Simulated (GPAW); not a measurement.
Checking a run of GPAW on Mg6AlCd (Amm2, 8 atoms in the cell). The aim is a self-consistent single point with DFT LDA (Perdew-Wang 92), plane waves, GPAW PAW datasets LDA (gpaw-data 1.0.1).

Cell that was meant: a = 5.0244 Å, b = 6.2797 Å, c = 6.2797 Å, α = 60.91°, β = 90.00°, γ = 90.00°.

Part of the input:

```python
              cell=[[5.024350, 0.000000, 0.000000],
                    [0.000000, 3.182690, 5.413385],
                    [0.000000, -3.182690, 5.413385]],
              scaled_positions=[[2.512175, 1.589372, 6.320019],
                                [2.512175, -1.589372, 6.320019],
                                [0.000000, 1.613560, 4.495491],
                                [0.000000, -1.613560, 4.495491],
                                [0.000000, 0.000000, 7.244950],
                                [0.000000, 0.000000, 1.807096],
                                [2.512175, 0.000000, 9.015993],
                                [2.512175, 0.000000, 3.607913]],
              pbc=True)

calc = GPAW(mode={'name': 'pw', 'ecut': 800},
```

The program printed (abridged):

```
Input parameters:
  convergence: {density: 1e-05,
                energy: 1e-05}
  kpts: {gamma: True,
         size: (5, 4, 4)}
   [... lines left out ...]
   7 Cd    12.622046  -11.482869   19.531022    ( 0.0000,  0.0000,  0.0000)

Unit cell:
           periodic     x           y           z      points  spacing
  1. axis:    yes    5.024350    0.000000    0.000000    35     0.1436
  2. axis:    yes    0.000000    3.182690    5.413385    42     0.1306
  3. axis:    yes    0.000000   -3.182690    5.413385    42     0.1306

  Lengths:   5.024350   6.279670   6.279670
  Angles:   60.905073  90.000000  90.000000

Effective grid spacing dv^(1/3) = 0.1410
     iter     time        total  log10-change:
                         energy   eigst   dens
iter:   1 --:--:--    19.240955
iter:   2 --:--:--    19.322933   -0.46  -1.35
iter:   3 --:--:--    20.232154   -1.20  -1.38
iter:   4 --:--:--    20.193835   -1.90  -1.63
iter:   5 --:--:--    20.409728   -2.37  -1.72
iter:   6 --:--:--    20.418524   -3.08  -2.17
iter:   7 --:--:--    20.437260   -3.21  -2.25
iter:   8 --:--:--    20.438573   -3.95  -2.83
iter:   9 --:--:--    20.438712   -5.02  -2.91
iter:  10 --:--:--    20.439228c  -4.78  -2.94
iter:  11 --:--:--    20.439249c  -5.68  -3.29
iter:  12 --:--:--    20.439279c  -5.56  -3.37
iter:  13 --:--:--    20.439282c  -6.59  -3.75
iter:  14 --:--:--    20.439295c  -6.61  -3.82
iter:  15 --:--:--    20.439294c  -7.56c -4.11
iter:  16 --:--:--    20.439295c  -7.19  -4.17
iter:  17 --:--:--    20.439295c  -8.18c -4.76
iter:  18 --:--:--    20.439296c  -8.64c -4.86
iter:  19 --:--:--    20.439296c  -9.73c -5.02c
Converged after 19 iterations.

Dipole moment: (-0.036394, 0.945005, -1.767646) |e|*Ang

Energy contributions relative to reference atoms: (reference = -191177.768060)

Kinetic:       +124.807992
Potential:      -59.644699
External:        +0.000000
XC:             -44.408665
Entropy (-ST):   -0.009065
Local:           -0.309288
SIC:             +0.000000
--------------------------
Free energy:    +20.436274
Extrapolated:   +20.439296

Showing only first 2 kpts
 Kpt  Band  Eigenvalues  Occupancy
  0    35      2.36097    2.00000
  0    36      3.07548    2.00000
  0    37      4.01161    1.72821
  0    38      4.18754    0.39172

  1    35      3.04115    2.00000
  1    36      3.48164    2.00008
  1    37      3.50971    2.00019
  1    38      4.61381   -0.00210

   [... lines left out ...]
Fermi level: 4.10945
No gap
   [... lines left out ...]
  3 Mg    0.52912   -9.40400  -20.31905
  4 Mg    0.12473    3.92002    2.54735
  5 Mg    0.35983   -3.24727   -1.22775
  6 Al   -0.28470    1.92785    1.37260
  7 Cd   -0.19412   -2.02538   -2.08872

Stress tensor:
    -0.005909     0.003895    -0.004011
     0.003895    -0.295788    -0.299881
    -0.004011    -0.299881    -0.460267
Stress (GPa, Voigt): [ -0.9467 -47.3905 -73.7429 -48.0462  -0.6427   0.624 ]
```

**Question.** Is this run sound? If not, what is wrong?

**Answer.** The run is not sound. The fault is fractional and Cartesian coordinates mixed up. Numbers meant as fractions of the cell vectors were read as lengths, or the reverse, so the atoms sit in the wrong places. To fix it, make label and numbers agree, by changing either. The run converged in 19 iterations without an error; against the sound input the free energy goes up by 4.74 eV/atom, the pressure goes from -2.79 to 40.69 GPa and the largest force goes from 0.096 to 62.48 eV/Å.

An input that runs soundly differs in these lines (not the only fix; some lines may just follow from the change or write a value another way):
```diff
-              scaled_positions=[[2.512175, 1.589372, 6.320019],
-                                [2.512175, -1.589372, 6.320019],
-                                [0.000000, 1.613560, 4.495491],
-                                [0.000000, -1.613560, 4.495491],
-                                [0.000000, 0.000000, 7.244950],
-                                [0.000000, 0.000000, 1.807096],
-                                [2.512175, 0.000000, 9.015993],
-                                [2.512175, 0.000000, 3.607913]],
+              positions=[[2.512175, 1.589372, 6.320019],
+                         [2.512175, -1.589372, 6.320019],
+                         [0.000000, 1.613560, 4.495491],
+                         [0.000000, -1.613560, 4.495491],
+                         [0.000000, 0.000000, 7.244950],
+                         [0.000000, -0.000000, 1.807096],
+                         [2.512175, 0.000000, 9.015993],
+                         [2.512175, -0.000000, 3.607913]],
```

With that input, the run converged in 20 iterations: free energy E − TS (from the program's reference atoms) -17.4655 eV; Fermi level (on the code's own zero) 4.34 eV; pressure -2.79 GPa; largest force (vector length) 0.096 eV/Å (DFT LDA (Perdew-Wang 92), plane waves, GPAW PAW datasets LDA (gpaw-data 1.0.1)).

On the sound input: the starting cell comes from a database of computed structures (which also holds hypothetical and non-ambient phases and stackings), without a prior relaxation at this level.
